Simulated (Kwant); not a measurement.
System: zigzag graphene ribbon with Kane-Mele spin-orbit coupling. 11 zigzag chains, bond 0.142 nm, hopping 2.7 eV, scattering region 4 nm long; sites with one neighbour are removed; energy swept from -1.39 to 1.39 eV from the neutrality point. Second-neighbour term iλ/(3√3) ν σz with λ = 0.56 eV, Rashba hopping 0 eV, exchange ±0 eV σz in the scattering region alone; these strengths are model values, not the material's.

Constants are typed, rounded textbook-type inputs, not results; the design itself was drawn at random and stands for no fabricated device.

Model: nearest-neighbour tight-binding model of a honeycomb sheet with an imaginary second-neighbour term, both spins, coherent transport at 0 K (Kwant). Conductance is in e²/h.

Task: Is the sheet in its topological phase, how wide is its bulk gap, and what conductance is due inside it?

Result: At the two valleys the masses are λ ± Δ = 0.560 and 0.560 eV; the bulk gap is 2|λ − Δ| = 1.12 eV. λ > Δ, so the phase is topological, with edge channels that give G = 2. Simulated at 0.232 eV: 2.00 e²/h.
